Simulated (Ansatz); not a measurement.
Effect of Ag vacancy on AgCl

The reference is a 16-atom supercell of AgCl in the rock salt structure (space group Fm-3m, No. 225; a = 5.447 Å) at its relaxed geometry.

The change: a neutral Ag vacancy, atoms relaxed at fixed cell, starting from a slightly rattled geometry.

Computed with Kohn–Sham DFT with the PBEsol functional, run in Ansatz (an electronic-structure program) with PAW and 420 eV plane waves, no SOC. k-mesh 4×4×4 (Γ-centred); smearing 0.01 eV (Fermi–Dirac).

Pressure: -1.6 GPa (base 0.0 GPa)
Mean distance from the defect site to its nearest host atoms: 2.75 Å (base 2.72 Å)

The magnetic state is the one reached from the starting moments; the real material's order can differ, and small cells can't hold many antiferromagnetic ones. The cell is small, so the values are those of an ordered compound at a high defect concentration; dilute-limit values will differ. A case with no gap was solved on a k-mesh chosen for an insulator, which is coarse for it. Starting moments died away, wholly or in part, for Ag vacancy; another magnetic solution may exist. No Hubbard U is applied, and correlation can decide whether such a compound is a metal. The defect cell is spin-polarised and ends with 0.0 μB.
